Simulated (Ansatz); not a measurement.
# Pressure series in SiO2

The parent structure is SiO₂ in the rutile structure (space group P4_2/mnm, No. 136).

```xyz
6
Lattice="4.2362 0.0000 0.0000 0.0000 4.2362 0.0000 0.0000 0.0000 2.6904" Properties=species:S:1:pos:R:3 pbc="T T T"
Si     0.0000     0.0000     0.0000
Si     2.1181     2.1181     1.3452
O      1.3004     1.3004     0.0000
O      3.4185     0.8176     1.3452
O      0.8176     3.4185     1.3452
O      2.9357     2.9357     0.0000
```

Cell and atoms are relaxed at each pressure.

Computed with plane-wave PAW DFT at the PBE level (Ansatz, a first-principles code, 420 eV), spin-orbit coupling left out.

Notes on the quantities. enthalpy: H = E + PV relative to the base's energy.

```csv
change,band gap,hole mass,enthalpy
base,5.04 eV,"1.9 mₑ along c, 1.1 mₑ across (at Γ)",–
pressure −2 GPa,4.93 eV,"2.0 mₑ along c, 1.1 mₑ across (at Γ)",-0.10 eV/atom
pressure −1 GPa,4.98 eV,"2.0 mₑ along c, 1.1 mₑ across (at Γ)",-0.05 eV/atom
pressure 0.9 GPa,5.09 eV,–,+0.05 eV/atom
pressure 2.1 GPa,5.15 eV,"1.9 mₑ along c, 1.1 mₑ across (at Γ)",+0.11 eV/atom
pressure 4.5 GPa,5.28 eV,"1.8 mₑ along c, 1.1 mₑ across (at Γ)",+0.22 eV/atom
pressure 9 GPa,?,"1.8 mₑ along c, 1.1 mₑ across (at Γ)",+0.44 eV/atom
pressure 15 GPa,5.81 eV,"1.7 mₑ along c, 1.1 mₑ across (at Γ)",+0.73 eV/atom
pressure 22.5 GPa,6.16 eV,–,+1.09 eV/atom
```

Q: Complete the table.

A: 
- pressure 9 GPa, band gap: 5.51 eV

Load acts through the strain it causes; cell and atoms are relaxed under it. Effective masses come from finite differences of ±0.01 Å⁻¹. No phonon test of stability was made. Competing high-pressure phases were not computed.
